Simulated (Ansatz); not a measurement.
Defect migration in fcc Cu: Ta-vacancy pair (Ta on one host Cu site, one Cu site vacant), neutral cell. Level of theory: PBE, PAW (plane waves to 420 eV; Ansatz, a first-principles code).

Cell of 32 host sites held at the relaxed PBE lattice; a 2×2×2 k-point mesh shifted by half a step; Fermi-Dirac width 0.10 eV, spin-restricted; finite-size errors left in. No zero-point or tunnelling terms. Spin-orbit coupling is left out. Forms of the defect that were not tried may lie lower. The start lies 0.097 eV above the lowest site run (PBE).

Barriers: single points on a 4×4×4 k-point mesh shifted by half a step at the bands' geometries (they differ from the bands' own by up to 0.25 eV, and are uncertain by about as much).

Relaxed starting cell (atoms counted from 1):

```
Cu30Ta
1.0
    7.26000     0.00000     0.00000
    0.00000     7.26000     0.00000
    0.00000     0.00000     7.26000
Ta Cu
1 30
Direct
  0.99982   0.01345   0.01490
  0.99982   0.00687   0.49232
  0.99982   0.49089   0.00829
  0.99981   0.49663   0.49809
  0.49981   0.99963   0.00109
  0.49982   0.00019   0.50519
  0.49982   0.50374   0.00166
  0.49981   0.50020   0.50164
  0.99981   0.25455   0.74946
  0.99982   0.74801   0.25601
  0.99981   0.75201   0.75346
  0.49981   0.25266   0.25412
  0.49982   0.25146   0.74781
  0.49981   0.74636   0.25291
  0.49982   0.75005   0.75151
  0.25847   0.00111   0.25714
  0.24933   0.00161   0.74891
  0.24734   0.49661   0.25273
  0.24896   0.49998   0.75024
  0.74116   0.00109   0.25714
  0.75030   0.00162   0.74891
  0.75228   0.49662   0.25273
  0.75067   0.49997   0.75024
  0.25847   0.25569   0.00253
  0.24738   0.25128   0.49811
  0.24934   0.74745   0.00309
  0.24896   0.74878   0.50141
  0.74115   0.25568   0.00254
  0.75225   0.25128   0.49809
  0.75029   0.74746   0.00308
  0.75067   0.74878   0.50142
```

End state 1 differs by these moves (Å; atoms that move under 0.08 Å are left out):

```json
[
 {"atom": "1", "element": "Ta", "Δx": "0.00", "Δy": "1.62", "Δz": "1.62"},
 {"atom": "2", "element": "Cu", "Δx": "0.00", "Δy": "-0.08", "Δz": "0.08"},
 {"atom": "3", "element": "Cu", "Δx": "0.00", "Δy": "0.08", "Δz": "-0.08"},
 {"atom": "9", "element": "Cu", "Δx": "0.00", "Δy": "-0.08", "Δz": "0.08"},
 {"atom": "10", "element": "Cu", "Δx": "0.00", "Δy": "0.08", "Δz": "-0.08"}
]
```

Q: Give the forward and backward barriers to end state 1 at the level PBE, PAW.

A: forward 0.69 eV, backward 0.69 eV; at the saddle point atom 1 has neighbours 4 Cu at 2.49, 4 Cu at 2.80 Å. The saddle point's order was not checked, and it lies on a symmetry element of the cell, where a band can be held.

End state 2 differs by these moves (Å; atoms that move under 0.08 Å are left out):

```csv
atom,element,Δx,Δy,Δz
1,Ta,-0.03,-0.09,-0.07
3,Cu,-0.02,0.07,-0.04
22,Cu,1.76,-1.73,0.02
```

Q: Predict the forward and backward barriers to end state 2 from PBE, PAW.

A: forward 0.63 eV, backward 0.73 eV; at the saddle point atom 22 has neighbours 2 Cu at 2.37, Cu at 2.37, Cu at 2.39, Cu at 2.67, Cu at 2.77, Cu at 2.85, Cu at 2.90 Å. The saddle point's order was not checked.
